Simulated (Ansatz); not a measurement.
## How far to go with zone-centre phonons against the mesh: BP (F-43m, 2 atoms in the cell)

```
CELL_PARAMETERS angstrom
      0.00000     2.28135     2.28135
      2.28135     0.00000     2.28135
      2.28135     2.28135     0.00000
ATOMIC_POSITIONS crystal
  B  0.00000 0.00000 0.00000
  P  0.25000 0.25000 0.25000
```

Method: PBE (plane waves, PAW; Ansatz, a program for electronic structure).

Base settings: basis.ecutwfc = 420 eV; kpoints.mp_grid.grid = 9 9 9; hamiltonian.xc = pbe; hamiltonian.pseudopotentials = {kind: paw} (the program's default PAW files); scf.occupations.method = fermi_dirac; scf.occupations.width = 0.05 eV.

In this ladder: scf.occupations.method = fixed; scf.occupations.width = default; phonons.method = dfpt; phonons.dielectric = true; phonons.rigid_motions = translations.

Frequencies are those of the unrelaxed cell, without the LO-TO term of polar crystals.

Only quantities that move along the ladder and can be compared are tabulated.

The starting cell has typed, rounded lattice constants, without a prior relaxation at this level. Its lattice was rescaled by up to half a per cent.

```csv
kpoints.mp_grid.grid,highest zone-centre frequency (cm⁻¹)
3 3 3,836.3
4 4 4,807.4
5 5 5,797.6
6 6 6,794.1
8 8 8,792.3
10 10 10,792.1
12 12 12,792.0
15 15 15,792.0
18 18 18,792.0
23 23 23,792.0
```

Coarsest kpoints.mp_grid.grid that holds the highest zone-centre frequency within 5 cm⁻¹ of the last step, with all finer ones: 6 6 6; the step before is off by 5.6 cm⁻¹.

Keys are those of Ansatz 0.2.
